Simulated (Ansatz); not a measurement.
The starting structures come from a database of crystals and need not be the phases stable at ambient conditions.

 Where the default PAW files enter, the runs use the earlier of Ansatz's two default sets.

Inside the gap of an insulator the Bloch states are evanescent, with a wavenumber k + iκ along the transport direction.

```
MgV2O6
1.0
    3.47200     0.00000     0.00000
    1.73600     4.64657     0.00000
    0.00000     2.57758     6.20672
Mg V O
1 2 6
Direct
  0.00000   0.00000   0.50000
  0.19062   0.61876   0.15358
  0.80938   0.38124   0.84642
  0.69156   0.61688   0.06282
  0.30844   0.38312   0.93718
  0.96615   0.06770   0.78087
  0.03385   0.93230   0.21913
  0.34678   0.30644   0.38748
  0.65322   0.69356   0.61252
```

Space group of this cell: C2/m. The cell is taken as given; by r2SCAN its mean pressure is -2.5 GPa.

Transport runs along the normal of the first two printed cell vectors.

The gap is the functional's own. No spin-orbit coupling. Mid-gap values are interpolated on the energy grid.

Question: Predict the band gap and the smallest decay constant κ at mid-gap from r2SCAN run with Ansatz (an electronic-structure program).

Answer: Gap 2.87 eV on a 10×10×6 mesh; κ = 0.475 1/Å, at (0.400, 0.250) of the in-plane reciprocal vectors. At the zone centre, at the nearest computed energy, the slowest state has κ = 0.54 1/Å.
